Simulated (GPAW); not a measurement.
# A self-consistent single point of FeNi₃ (Pm-3m, 4 atoms in the cell) with GPAW

Method: PBE, GPAW PAW datasets PBE (gpaw-data 1.0.1) (plane waves; GPAW).

Input as run:

```python
from ase import Atoms
from ase.units import GPa
from gpaw import GPAW

atoms = Atoms(['Fe', 'Ni', 'Ni', 'Ni'],
              cell=[[3.568693, 0.000000, 0.000000],
                    [0.000000, 3.568693, 0.000000],
                    [0.000000, 0.000000, 3.568693]],
              positions=[[0.000000, 0.000000, 0.000000],
                         [0.000000, 1.784347, 1.784347],
                         [1.784347, 0.000000, 1.784347],
                         [1.784347, 1.784347, 0.000000]],
              pbc=True)

atoms.set_initial_magnetic_moments([4.0, 2.0, 2.0, 2.0])

calc = GPAW(spinpol=True,
            mode={'name': 'pw', 'ecut': 800},
            xc='PBE',
            kpts=(9, 9, 9),
            occupations={'name': 'fermi-dirac', 'width': 0.136},
            nbands=-12,
            symmetry={'symmorphic': False, 'tolerance': 0.0005},
            maxiter=100)

atoms.calc = calc

energy = atoms.get_potential_energy()
print('Energy (eV):', round(energy, 6))
forces = atoms.get_forces()
print('Forces (eV/Ang):')
print(forces.round(5))
stress = atoms.get_stress()
print('Stress (GPa, Voigt):', (stress / GPa).round(4))
```

Log, with long lists cut:

```
Input parameters:
  kpts: [9 9 9]
  maxiter: 100
  mode: {ecut: 800,
         name: pw}
  nbands: -12
  occupations: {name: fermi-dirac,
                width: 0.136}
  spinpol: True
  symmetry: {symmorphic: False,
             tolerance: 0.0005}
  xc: PBE

species:
  Fe:
    name: Iron
    Z: 26.0
    valence: 8
    core: 18
    charge: 0.0
    file: Fe.PBE.gz

    # Using partial waves for Fe as LCAO basis

  Ni:
    name: Nickel
    Z: 28.0
    valence: 16
    core: 12
    charge: 0.0
    file: Ni.PBE.gz

    # Using partial waves for Ni as LCAO basis

Reference energy: -158723.449942  # eV

Spin-polarized calculation.
Initial magnetic moment: 10.000000

Convergence criteria:
 Maximum [total energy] change in last 3 cyles: 0.0005 eV / valence electron
 Maximum integral of absolute [dens]ity change: 0.0001 electrons / valence electron
 Maximum integral of absolute [eigenst]ate change: 4e-08 eV^2 / valence electron
 Maximum number of scf [iter]ations: 100

Symmetries present (total): 48
Symmetries with fractional translations: 0
729 k-points: 9 x 9 x 9 Monkhorst-Pack grid
35 k-points in the irreducible part of the Brillouin zone
       k-points in crystal coordinates                weights
   0:     0.00000000    0.00000000    0.00000000          1/729
   1:     0.11111111    0.00000000    0.00000000          6/729
   2:     0.11111111    0.11111111    0.00000000         12/729
   [... 7 lines left out ...]
          ...
  34:     0.44444444    0.44444444    0.44444444          8/729

Wave functions: Plane wave expansion
  Cutoff energy: 800.000 eV
  Number of coefficients (min, max): 2316, 2353
  Pulay-stress correction: 0.000000 eV/Ang^3 (de/decut=0.000000)

Occupation numbers: Fermi-Dirac:
  width: 0.1360  # eV

Eigensolver

Densities:
  Coarse grid: 24*24*24 grid
  Fine grid: 48*48*48 grid
  Total Charge: 0.000000

Density mixing:
  Method: difference
  Backend: pulay
  Linear mixing parameter: 0.05
  old densities: 5
  Damping of long wavelength oscillations: 50

Hamiltonian:
  XC and Coulomb potentials evaluated on a 48*48*48 grid
  External potential:
    NoExternalPotential

XC parameters: PBE with 2 nearest neighbor stencil

Number of atoms: 4
Number of atomic orbitals: 45
Number of bands in calculation: 45
Number of valence electrons: 56
Bands to converge: occupied

Density initialized from atomic densities
  45 bands from LCAO basis set

Atomic positions and initial magnetic moments

Positions:
   0 Fe     0.000000    0.000000    0.000000    ( 0.0000,  0.0000,  4.0000)
   1 Ni     0.000000    1.784347    1.784347    ( 0.0000,  0.0000,  2.0000)
   2 Ni     1.784347    0.000000    1.784347    ( 0.0000,  0.0000,  2.0000)
   3 Ni     1.784347    1.784347    0.000000    ( 0.0000,  0.0000,  2.0000)

Unit cell:
           periodic     x           y           z      points  spacing
  1. axis:    yes    3.568693    0.000000    0.000000    24     0.1487
  2. axis:    yes    0.000000    3.568693    0.000000    24     0.1487
  3. axis:    yes    0.000000    0.000000    3.568693    24     0.1487

  Lengths:   3.568693   3.568693   3.568693
  Angles:   90.000000  90.000000  90.000000

Effective grid spacing dv^(1/3) = 0.1487

     iter     time        total  log10-change:  magmom
                         energy   eigst   dens
iter:   1 --:--:--   -30.283627                   +10.0114
iter:   2 --:--:--   -30.916999   -0.52  -1.79    +6.9368
iter:   3 --:--:--   -31.100797   -1.19  -1.83    +5.0823
iter:   4 --:--:--   -33.077176   -1.63  -1.90    +5.2178
iter:   5 --:--:--   -31.282335   -1.87  -1.75    +4.7723
iter:   6 --:--:--   -31.272922   -3.08  -2.63    +4.7584
iter:   7 --:--:--   -31.276407c  -3.98  -2.98    +4.7834
iter:   8 --:--:--   -31.299789c  -4.30  -2.77    +4.7521
iter:   9 --:--:--   -31.320030   -4.70  -2.54    +4.8405
iter:  10 --:--:--   -31.239863   -3.33  -2.45    +4.4238
iter:  11 --:--:--   -31.247531   -4.93  -3.35    +4.4737
iter:  12 --:--:--   -31.279260   -3.66  -3.47    +4.7923
iter:  13 --:--:--   -31.278177   -4.17  -2.88    +4.8857
iter:  14 --:--:--   -31.278134c  -5.44  -2.74    +4.8675
iter:  15 --:--:--   -31.282209c  -5.52  -2.70    +4.8422
iter:  16 --:--:--   -31.289018c  -5.54  -2.63    +4.8475
iter:  17 --:--:--   -31.279127c  -5.26  -2.58    +4.8316
iter:  18 --:--:--   -31.268931c  -4.50  -2.65    +4.8263
iter:  19 --:--:--   -31.270927c  -5.25  -3.06    +4.8272
   [... 8 lines left out ...]
iter:  28 --:--:--   -31.278728c  -5.71  -3.42    +4.7987
iter:  29 --:--:--   -31.278974c  -6.82  -4.00    +4.8058
iter:  30 --:--:--   -31.277468c  -4.97  -3.93    +4.7348
iter:  31 --:--:--   -31.278092c  -5.61  -3.73    +4.7504
iter:  32 --:--:--   -31.279262c  -5.25  -3.65    +4.7807
iter:  33 --:--:--   -31.279924c  -7.00  -4.14c   +4.7827
iter:  34 --:--:--   -31.282163c  -5.60  -4.48c   +4.7973
iter:  35 --:--:--   -31.280739c  -6.19  -3.43    +4.7950
iter:  36 --:--:--   -31.280349c  -6.50  -3.95    +4.7990
iter:  37 --:--:--   -31.280709c  -7.07  -4.44c   +4.8019
iter:  38 --:--:--   -31.280759c  -8.56c -4.08c   +4.8020

Converged after 38 iterations.

Dipole moment: (0.000004, 0.000004, 0.000004) |e|*Ang

Total magnetic moment: (0.000000, 0.000000, 4.802018)
Local magnetic moments:
   0 Fe ( 0.000000,  0.000000,  2.874948)
   1 Ni ( 0.000000,  0.000000,  0.681801)
   2 Ni ( 0.000000,  0.000000,  0.681801)
   3 Ni ( 0.000000,  0.000000,  0.681801)

Energy contributions relative to reference atoms: (reference = -158723.449942)

Kinetic:        +23.092438
Potential:      -17.114512
External:        +0.000000
XC:             -37.507953
Entropy (-ST):   -0.211188
Local:           +0.354862
SIC:             +0.000000
--------------------------
Free energy:    -31.386353
Extrapolated:   -31.280759

Spin contamination: 0.254203 electrons
Showing only first 2 kpts
                      Up                     Down
 Kpt  Band  Eigenvalues  Occupancy  Eigenvalues  Occupancy
  0    26      8.09677    0.99403      9.83925    0.00045
  0    27      8.16163    0.99042     10.10077    0.00007
  0    28      8.16163    0.99042     10.10077    0.00007
  0    29      8.16163    0.99042     10.10077    0.00007

  1    26      8.05302    0.99567      9.73962    0.00094
  1    27      8.05302    0.99567      9.73962    0.00094
  1    28      8.09671    0.99403      9.79191    0.00064
  1    29      8.16176    0.99041     10.09743    0.00007

Fermi level: 8.79244

No gap
No difference between direct/indirect transitions
Energy (eV): -31.280759

Forces in eV/Ang:
  0 Fe    0.00000   -0.00000    0.00000
  1 Ni   -0.00000    0.00000    0.00000
  2 Ni    0.00000   -0.00000    0.00000
  3 Ni    0.00000    0.00000    0.00000

Stress tensor:
     0.013927     0.000000     0.000000
     0.000000     0.013927     0.000000
     0.000000     0.000000     0.013927
Stress (GPa, Voigt): [2.2313 2.2313 2.2313 0.     0.     0.    ]
```

The run converged in 38 iterations. GPAW prints stress with tension positive.

The starting cell comes from a database of computed structures (which also holds hypothetical and non-ambient phases and stackings), without a prior relaxation at this level. Its lattice was rescaled by a random factor within 2.5 % of one. The magnetic order is the one reached from the typed start; others were not searched systematically.

Cost on one core of a shared machine: roughly 9 min.
